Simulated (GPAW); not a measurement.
# GPAW run on Bi2Pd (I4/mmm, 3 atoms in the cell): self-consistent single point

Level of theory: PBEsol, GPAW PAW datasets PBEsol (made by gpaw-setup) (plane waves; GPAW).

Input:

```python
from ase import Atoms
from ase.units import GPa
from gpaw import GPAW, PW

atoms = Atoms(['Bi', 'Bi', 'Pd'],
              cell=[[-1.676407, 1.676407, 6.557235],
                    [1.676407, -1.676407, 6.557235],
                    [1.676407, 1.676407, -6.557235]],
              scaled_positions=[[0.632320, 0.632320, 0.000000],
                                [0.367680, 0.367680, 0.000000],
                                [0.000000, 0.000000, 0.000000]],
              pbc=True)

calc = GPAW(mode=PW(550),
            xc='PBEsol',
            kpts=(9, 9, 9),
            occupations={'name': 'methfessel-paxton', 'width': 0.1, 'order': 0},
            nbands=-11,
            symmetry={'symmorphic': False, 'tolerance': 0.0005},
            maxiter=150,
            txt='-')

atoms.calc = calc

energy = atoms.get_potential_energy()
print('Energy (eV):', round(energy, 6))
forces = atoms.get_forces()
print('Forces (eV/Ang):')
print(forces.round(5))
stress = atoms.get_stress()
print('Stress (GPa, Voigt):', (stress / GPa).round(4))
```

Log, with long lists cut:

```
Input parameters:
  kpts: [9 9 9]
  maxiter: 150
  mode: {ecut: 550.0,
         name: pw}
  nbands: -11
  occupations: {name: methfessel-paxton,
                order: 0,
                width: 0.1}
  symmetry: {symmorphic: False,
             tolerance: 0.0005}
  xc: PBEsol

species:
  Bi:
    name: Bismuth
    Z: 83.0
    valence: 15
    core: 68
    charge: 0.0
    file: Bi.PBEsol.gz

    # Using partial waves for Bi as LCAO basis

  Pd:
    name: Palladium
    Z: 46.0
    valence: 16
    core: 30
    charge: 0.0
    file: Pd.PBEsol.gz

    # Using partial waves for Pd as LCAO basis

Reference energy: -1306548.392641  # eV

Spin-paired calculation

Convergence criteria:
 Maximum [total energy] change in last 3 cyles: 0.0005 eV / valence electron
 Maximum integral of absolute [dens]ity change: 0.0001 electrons / valence electron
 Maximum integral of absolute [eigenst]ate change: 4e-08 eV^2 / valence electron
 Maximum number of scf [iter]ations: 150

Symmetries present (total): 16
Symmetries with fractional translations: 0
729 k-points: 9 x 9 x 9 Monkhorst-Pack grid
75 k-points in the irreducible part of the Brillouin zone
       k-points in crystal coordinates                weights
   0:     0.00000000    0.00000000    0.00000000          1/729
   1:     0.11111111   -0.11111111    0.00000000          4/729
   2:     0.11111111   -0.11111111    0.11111111          4/729
   [... 7 lines left out ...]
          ...
  74:     0.44444444    0.44444444    0.44444444          8/729

Wave functions: Plane wave expansion
  Cutoff energy: 550.000 eV
  Number of coefficients (min, max): 2132, 2181
  Pulay-stress correction: 0.000000 eV/Ang^3 (de/decut=0.000000)

Occupation numbers: Methfessel-Paxton:
  width: 0.1000  # eV
  order: 0

Eigensolver

Densities:
  Coarse grid: 40*40*40 grid
  Fine grid: 80*80*80 grid
  Total Charge: 0.000000

Density mixing:
  Method: separate
  Backend: pulay
  Linear mixing parameter: 0.05
  old densities: 5
  Damping of long wavelength oscillations: 50

Hamiltonian:
  XC and Coulomb potentials evaluated on a 80*80*80 grid
  External potential:
    NoExternalPotential

XC parameters: PBEsol with 2 nearest neighbor stencil

Number of atoms: 3
Number of atomic orbitals: 30
Number of bands in calculation: 34
Number of valence electrons: 46
Bands to converge: occupied

Density initialized from atomic densities
  30 bands from LCAO basis set
  4 bands from random numbers

Atomic positions and initial magnetic moments

Positions:
   0 Bi    -0.000000    0.000000    8.292542    ( 0.0000,  0.0000,  0.0000)
   1 Bi    -0.000000    0.000000    4.821928    ( 0.0000,  0.0000,  0.0000)
   2 Pd     0.000000    0.000000    0.000000    ( 0.0000,  0.0000,  0.0000)

Unit cell:
           periodic     x           y           z      points  spacing
  1. axis:    yes   -1.676407    1.676407    6.557235    40     0.0812
  2. axis:    yes    1.676407   -1.676407    6.557235    40     0.0812
  3. axis:    yes    1.676407    1.676407   -6.557235    40     0.0593

  Lengths:   6.972662   6.972662   6.972662
  Angles:  152.176668 152.176668  39.755365

Effective grid spacing dv^(1/3) = 0.1048

     iter     time        total  log10-change:
                         energy   eigst   dens
iter:   1 --:--:--   -17.726615
iter:   2 --:--:--   -16.477363   -1.79  -1.31
iter:   3 --:--:--   -15.680076   -1.61  -1.47
iter:   4 --:--:--   -15.675281   -1.46  -1.62
iter:   5 --:--:--   -15.586739   -2.41  -1.79
iter:   6 --:--:--   -15.528252   -3.18  -2.08
iter:   7 --:--:--   -15.627407   -1.75  -2.13
iter:   8 --:--:--   -15.487399   -2.03  -2.07
iter:   9 --:--:--   -15.481756   -4.08  -2.62
iter:  10 --:--:--   -15.481633c  -4.67  -2.89
iter:  11 --:--:--   -15.481898c  -4.90  -2.94
iter:  12 --:--:--   -15.481273c  -3.91  -2.87
iter:  13 --:--:--   -15.481250c  -5.33  -3.31
iter:  14 --:--:--   -15.481449c  -5.18  -3.32
iter:  15 --:--:--   -15.481434c  -5.47  -3.24
   [... 4 lines left out ...]
iter:  20 --:--:--   -15.481295c  -5.07  -3.22
iter:  21 --:--:--   -15.481244c  -5.38  -3.43
iter:  22 --:--:--   -15.481225c  -6.77  -3.55
iter:  23 --:--:--   -15.481202c  -6.02  -3.61
iter:  24 --:--:--   -15.481184c  -6.52  -3.70
iter:  25 --:--:--   -15.481179c  -7.07  -4.07c
iter:  26 --:--:--   -15.481176c  -7.30  -4.16c
iter:  27 --:--:--   -15.481175c  -7.29  -4.36c
iter:  28 --:--:--   -15.481174c  -8.28c -4.44c

Converged after 28 iterations.

Dipole moment: (0.000000, -0.000000, -0.000000) |e|*Ang

Energy contributions relative to reference atoms: (reference = -1306548.392641)

Kinetic:        +31.832768
Potential:      -32.657473
External:        +0.000000
XC:             -11.500874
Entropy (-ST):   -0.006825
Local:           -3.152183
SIC:             +0.000000
--------------------------
Free energy:    -15.484587
Extrapolated:   -15.481174

Showing only first 2 kpts
 Kpt  Band  Eigenvalues  Occupancy
  0    21     10.18217    0.00000
  0    22     10.95340    0.00000
  0    23     10.95340    0.00000
  0    24     12.05273    0.00000

  1    21      9.31660    0.00000
  1    22      9.42151    0.00000
  1    23     10.08291    0.00000
  1    24     10.76183    0.00000

Fermi level: 8.65352

No gap
No difference between direct/indirect transitions
Energy (eV): -15.481174

Forces in eV/Ang:
  0 Bi    0.00000    0.00000    0.21014
  1 Bi    0.00000    0.00000   -0.21014
  2 Pd    0.00000    0.00000    0.00000

Stress tensor:
    -0.001296    -0.000000    -0.000000
    -0.000000    -0.001296    -0.000000
    -0.000000    -0.000000     0.001188
Stress (GPa, Voigt): [-0.2076 -0.2076  0.1904 -0.     -0.     -0.    ]
```

The run converged in 28 iterations. GPAW prints stress with tension positive.

The starting cell comes from a database of computed structures (which also holds hypothetical and non-ambient phases and stackings), without a prior relaxation at this level. Its lattice was rescaled by a random factor within 2.5 % of one. Spin-orbit coupling is off. Spin polarisation is off.

Cost on one core of a shared machine: roughly 20 min.
